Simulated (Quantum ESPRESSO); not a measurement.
**Several settings converged on TiGe₂ (C2, 6 atoms in the cell)**

```yaml
crystal:
  lattice:
    - [0.00000, 4.32191, 4.39274]
    - [2.51979, 0.00000, 4.39274]
    - [2.51979, 4.32191, 0.00000]
  atoms:
    - { symbol: Ti, position: [0.75569, 0.75569, 0.74431] }
    - { symbol: Ti, position: [0.50000, 0.50000, 0.50000] }
    - { symbol: Ge, position: [0.08263, 0.41737, 0.08263] }
    - { symbol: Ge, position: [0.41737, 0.08263, 0.41737] }
    - { symbol: Ge, position: [0.16737, 0.83263, 0.16737] }
    - { symbol: Ge, position: [0.83263, 0.16737, 0.83263] }
```

Base method: LDA (PZ), PSlibrary PAW (LDA) pseudopotentials (plane waves; Quantum ESPRESSO).

Base settings: ecutwfc = 60 Ry; ecutrho = 660 Ry; occupations = smearing; smearing = gaussian; degauss = 0.0073499 Ry; potentials = {Ti: Ti.pz-spn-kjpaw_psl.1.0.0.UPF, Ge: Ge.pz-n-kjpaw_psl.1.0.0.UPF}; K_POINTS = automatic 3 3 3 0 0 0; conv_thr = 1e-10 Ry; mixing_beta = 0.5.

The count of work is k-points × plane waves × bands × iterations; it is no time. 

**The plane-wave cutoff**

Moved along: ecutrho.

The second cell is the first with its lattice scaled by 0.98.

The mesh stays at the base's, so the ladder's end is converged at best in this setting alone.

Only quantities that move along the ladder and can be compared are tabulated.

```tsv
ecutwfc	free energy less the last step's (meV/atom)	energy of the compressed cell less the first (meV/atom)	pressure (GPa)	largest difference of a force vector from the last step's (eV/Å)	count of work / last
21 Ry	3219.46	-5.47	-114.77	0.387	0.060
27 Ry	764.47	10.20	-37.75	0.028	0.094
33 Ry	191.59	-12.30	-14.49	0.008	0.11
60 Ry	7.25	-9.49	-5.21	0.001	0.29
144 Ry	0.00	-9.53	-5.05	0.000	1.0
```

Coarsest ecutwfc that holds the free energy within 5 meV/atom: not settled: the last two steps still differ by 7.3 meV/atom, over half the tolerance, so the ladder does not show it.

Coarsest ecutwfc that holds the pressure within 1 GPa of the last step, with all finer ones: 60 Ry, at 0.29 of the last step's count of work; the step before is off by 9.4 GPa.

Coarsest ecutwfc that holds the energy of the compressed cell less the first within 0.2 meV/atom of the last step, with all finer ones: 60 Ry, at 0.29 of the last step's count of work; the step before is off by 2.8 meV/atom.

At the lowest cutoff the pressure lies 110 GPa under the last step's, the usual sign of Pulay stress in an incomplete plane-wave basis.

**The cutoff for other potential files**

Level: DFT, LDA (PZ), plane waves, GBRV 1.5 ultrasoft (LDA) pseudopotentials.

In this ladder: pseudopotentials = {Ti: ti_lda_v1.4.uspp.F.UPF, Ge: ge_lda_v1.4.uspp.F.UPF}. Moved along: ecutrho.

The second cell is the first with its lattice scaled by 0.98.

The mesh stays at the base's, so the ladder's end is converged at best in this setting alone.

Only quantities that move along the ladder and can be compared are tabulated.

| ecutwfc | free energy less the last step's (meV/atom) | energy of the compressed cell less the first (meV/atom) | pressure (GPa) | largest difference of a force vector from the last step's (eV/Å) | count of work / last |
|---|---|---|---|---|---|
| 22 Ry | 3573.90 | 10.99 | -192.75 | 0.036 | 0.11 |
| 35 Ry | 18.36 | -13.71 | -6.97 | 0.000 | 0.22 |
| 50 Ry | 7.39 | -13.42 | -5.71 | 0.000 | 0.36 |
| 100 Ry | 0.00 | -13.42 | -5.79 | 0.000 | 1.0 |

Coarsest ecutwfc that holds the forces within 0.02 eV/Å of the last step, with all finer ones: 35 Ry, at 0.22 of the last step's count of work; the step before is off by 0.036 eV/Å.

Coarsest ecutwfc that holds the free energy within 5 meV/atom: not settled: the last two steps still differ by 7.4 meV/atom, over half the tolerance, so the ladder does not show it.

Coarsest ecutwfc that holds the pressure within 0.2 GPa of the last step, with all finer ones: 50 Ry, at 0.36 of the last step's count of work; the step before is off by 1.2 GPa.

At the lowest cutoff the pressure lies 187 GPa under the last step's, the usual sign of Pulay stress in an incomplete plane-wave basis.

**The density cutoff**

The second cell is the first with its lattice scaled by 0.98.

The mesh stays at the base's, so the ladder's end is converged at best in this setting alone.

Only quantities that move along the ladder and can be compared are tabulated.

| ecutrho | free energy less the last step's (meV/atom) | energy of the compressed cell less the first (meV/atom) | pressure (GPa) |
|---|---|---|---|
| 120 Ry | -3.05 | -9.12 | -4.84 |
| 240 Ry | 0.01 | -9.48 | -5.21 |
| 660 Ry | 0.00 | -9.49 | -5.21 |
| 960 Ry | 0.00 | -9.49 | -5.21 |

Coarsest ecutrho that holds the free energy within 1 meV/atom of the last step, with all finer ones: 240 Ry; the step before is off by 3.1 meV/atom.

Coarsest ecutrho that holds the energy of the compressed cell less the first within 0.2 meV/atom of the last step, with all finer ones: 240 Ry; the step before is off by 0.37 meV/atom.

Coarsest ecutrho that holds the pressure within 0.2 GPa of the last step, with all finer ones: 240 Ry; the step before is off by 0.37 GPa.

The energy difference between the two cells stays within 1 meV/atom of the last step's from 120 Ry on, the total only from 240 Ry on: much of the error is common to both cells and cancels.

On the base run: the starting cell comes from a database of computed structures (which also holds hypothetical and non-ambient phases and stackings), without a prior relaxation at this level. Its lattice was rescaled by up to half a per cent. One atom was moved a little off its site on purpose. Spin polarisation is off. In the base run, with a pressure of about -5 GPa the cell is away from its equilibrium volume at this level. Without a gap this mesh is coarse (it stands for a supercell whose shortest vector is 15 Å).
